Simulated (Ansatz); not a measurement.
**What uniaxial strain ε_zz = +1.50 % does to BeS**

Start from BeS in the zinc blende structure (space group F-43m, No. 216; a = 4.796 Å). Axes: x, y, z lie along the cube axes.

Now apply this change: the cell is stretched by 1.50 % along z with no lateral relaxation; the atoms relax in the strained cell.

Method: LDA/PAW in Ansatz (a first-principles code), without spin-orbit coupling. Γ-centred 12×12×12 mesh, Fermi–Dirac width 0.05 eV.

The space group becomes I-4m2 (No. 119) (base: F-43m (No. 216)) and the shortest interatomic distance goes up by 0.010 Å, from 2.077 Å to 2.087 Å. The energy grows by 1.6 meV/atom and the pressure (mean of the normal stresses, compression positive) goes from zero to -14.9 kbar. The band gap drops by 0.03 eV to 2.79 eV and the gap character comes out as indirect, Γ → X. The smallest direct gap drops by 0.04 eV, from 5.49 eV to 5.45 eV and the electron mass goes from 0.80 mₑ along k, 0.28 mₑ across (at X) to 0.79 mₑ along k, 0.28 mₑ across (at X). The valence-band top at Γ (three highest levels, from the VBM) becomes 0.00, 0.00, -0.08 eV (base: 0.00, 0.00, 0.00 eV) and the valley order (the lowest conduction-band minima on the path, energy above the VBM, named in the base's zone) becomes X along [010] 2.79 eV; X along [001] 2.91 eV (base: X along ⟨100⟩ 2.82 eV). The stress (xx, yy, zz, yz, xz, xy; compression positive) amounts to (-0.98, -0.98, -2.49, 0.00, 0.00, 0.00) GPa.

Cost of the whole job for the changed cell (relaxation, final SCF and bands): around 13 core-seconds (rough).

Effective masses come from finite differences of ±0.01 Å⁻¹. Along k means along the line from Γ to the band edge. Stability against distortions was not tested. k-point labels follow each cell's own Brillouin zone.
